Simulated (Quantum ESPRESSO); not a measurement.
Input and output of a self-consistent single point for Ni₃Si (Pm-3m, 4 atoms in the cell) (Quantum ESPRESSO).

Method of the run: PBE, PSlibrary PAW (PBE) pseudopotentials (plane waves; Quantum ESPRESSO).

The change in words: lattice scaled by 0.98. Reference geometry:
```
Ni3Si
1.0
    3.51807     0.00000     0.00000
    0.00000     3.51807     0.00000
    0.00000     0.00000     3.51807
Si Ni
1 3
Direct
  0.00000   0.00000   0.00000
  0.00000   0.50000   0.50000
  0.50000   0.00000   0.50000
  0.50000   0.50000   0.00000
```

Reference input (self-consistent single point, DFT, PBE, plane waves, PSlibrary PAW (PBE) pseudopotentials): ecutwfc = 50 Ry; ecutrho = 300 Ry; occupations = smearing; smearing = fermi-dirac; degauss = 0.0036749 Ry; potentials = {Si: Si.pbe-n-kjpaw_psl.1.0.0.UPF, Ni: Ni.pbe-n-kjpaw_psl.1.0.0.UPF}; K_POINTS = automatic 9 9 9 0 0 0; conv_thr = 1e-10 Ry. This run's input differs from it in these lines:

```diff
@@ -25,5 +25,5 @@
 CELL_PARAMETERS angstrom
-   3.51807300     0.00000000     0.00000000
-   0.00000000     3.51807300     0.00000000
-   0.00000000     0.00000000     3.51807300
+   3.44771200     0.00000000     0.00000000
+   0.00000000     3.44771200     0.00000000
+   0.00000000     0.00000000     3.44771200
 ATOMIC_POSITIONS crystal
```

The program printed (abridged):

```
     Self-consistent Calculation

     iteration #  1     ecut=    50.00 Ry     beta= 0.70

     Threshold (ethr) on eigenvalues was too large:
     Diagonalizing with lowered threshold

     total energy              =    -603.82822839 Ry
     estimated scf accuracy    <       0.20604809 Ry

     iteration #  2     ecut=    50.00 Ry     beta= 0.70

     total energy              =    -603.78058600 Ry
     estimated scf accuracy    <       1.47047425 Ry

     iteration #  3     ecut=    50.00 Ry     beta= 0.70

     total energy              =    -603.96282352 Ry
     estimated scf accuracy    <       0.01289048 Ry

   [... 7 blocks of this kind left out ...]

     iteration # 11     ecut=    50.00 Ry     beta= 0.70

     total energy              =    -603.96980095 Ry
     estimated scf accuracy    <          4.8E-10 Ry

     iteration # 12     ecut=    50.00 Ry     beta= 0.70
     End of self-consistent calculation

     the Fermi energy is    15.0675 ev

!    total energy              =    -603.96980095 Ry
     estimated scf accuracy    <          5.3E-11 Ry
     smearing contrib. (-TS)   =      -0.00119242 Ry
     internal energy E=F+TS    =    -603.96860853 Ry

     convergence has been achieved in  12 iterations

     Forces acting on atoms (cartesian axes, Ry/au):

     atom    1 type  1   force =     0.00000000    0.00000000    0.00000000
   [... zero for the other atoms too ...]

     Total force =     0.000000     Total SCF correction =     0.000000

          total   stress  (Ry/bohr**3)                   (kbar)     P=      119.12
   0.00080974   0.00000000   0.00000000          119.12        0.00        0.00
   0.00000000   0.00080974   0.00000000            0.00      119.12        0.00
   0.00000000   0.00000000   0.00080974            0.00        0.00      119.12

   JOB DONE.
```

The run converged in 12 iterations. Against the reference run the free energy rises by 21.1 meV/atom and the pressure goes from -2.61 to 11.91 GPa.

The starting cell has typed, rounded lattice constants, without a prior relaxation at this level. Its lattice was rescaled by a random factor within 2.5 % of one. For this run, on top of that: lattice scaled by 0.98. Spin polarisation is off. With a pressure of about 12 GPa the cell is away from its equilibrium volume at this level.

Cost on one core of a shared machine: roughly 50 s.
